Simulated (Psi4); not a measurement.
Psi4 1.11, B3LYP/def2-svp: Sn(Me)(Et)(NH2)2 (C[CH2][Sn]([CH3])([NH2])[NH2]), 18 atoms. The geometry is a generated start, not checked to be a minimum at this level.

```yaml
task: energy
method: b3lyp
basis: def2-svp
memory: 3 GB
maxiter: 100
keys_of_the_molecule_block: symmetry c1
scf_type: df (default)
e_convergence: 1e-06 (default)
d_convergence: 1e-06 (default)
dft_radial_points: 75 (default)
dft_spherical_points: 302 (default)
effective_core_potentials: those of the basis set, past Kr
basis_functions: 156
grid_points: 383895
```

```xyz
18

C     -2.1949     1.1528    -0.1823
C     -1.5104     0.1714     0.7456
Sn     0.5344    -0.3998     0.0844
C      1.8491     1.2640    -0.4091
N      0.6598    -1.6898    -1.5339
N      1.4067    -1.3621     1.6672
H     -1.5924     2.0494    -0.3191
H     -3.1573     1.4497     0.2340
H     -2.3734     0.7104    -1.1602
H     -1.3969     0.6018     1.7373
H     -2.1052    -0.7357     0.8433
H      1.5658     1.7096    -1.3556
H      2.8675     0.9005    -0.4809
H      1.7979     2.0159     0.3725
H      0.2837    -2.6113    -1.3533
H      0.1876    -1.3521    -2.3650
H      2.3152    -1.7443     1.4395
H      0.8627    -2.1303     2.0357
```

With the defaults (diis = true, scf_initial_accelerator = adiis, damping_percentage = 0, level_shift = 0, level_shift_cutoff = 0.01, guess = auto, which took SAD, soscf = false, soscf_start_convergence = 0.01, diis_start = 1, diis_max_vecs = 10) it converges in 10 SCF iterations. One run each on 2 threads, with these changes:
- scf_initial_accelerator = ediis
- level_shift = 0.5, level_shift_cutoff = 0.001
- guess = gwh
- diis = false, scf_initial_accelerator = none, damping_percentage = 60
- level_shift = 0.1, level_shift_cutoff = 0.001
- soscf = true
- diis_max_vecs = 6
- soscf = true, soscf_start_convergence = 0.001
- diis_start = 4

Question: Which of these changes keep the SCF from converging, or lead it to another solution?

Answer: No convergence: diis = false, scf_initial_accelerator = none, damping_percentage = 60 (the run ends without SCF convergence in 100 iterations). The rest reach the solution of the defaults.

| setting | SCF iterations | JK calls | end |
|---|---|---|---|
| soscf = true, soscf_start_convergence = 0.001 | 7 | 18 | same solution |
| soscf = true | 7 | 23 | same solution |
| level_shift = 0.1, level_shift_cutoff = 0.001 | 9 | 10 | same solution |
| level_shift = 0.5, level_shift_cutoff = 0.001 | 9 | 10 | same solution |
| the defaults | 10 | 11 | same solution |
| diis_max_vecs = 6 | 10 | 11 | same solution |
| scf_initial_accelerator = ediis | 10 | 11 | same solution |
| guess = gwh | 11 | 11 | same solution |
| diis_start = 4 | 17 | 18 | same solution |
| diis = false, scf_initial_accelerator = none, damping_percentage = 60 | 100 | 101 | no convergence |

An SOSCF iteration holds several JK calls; a Hückel guess adds calls on atoms.
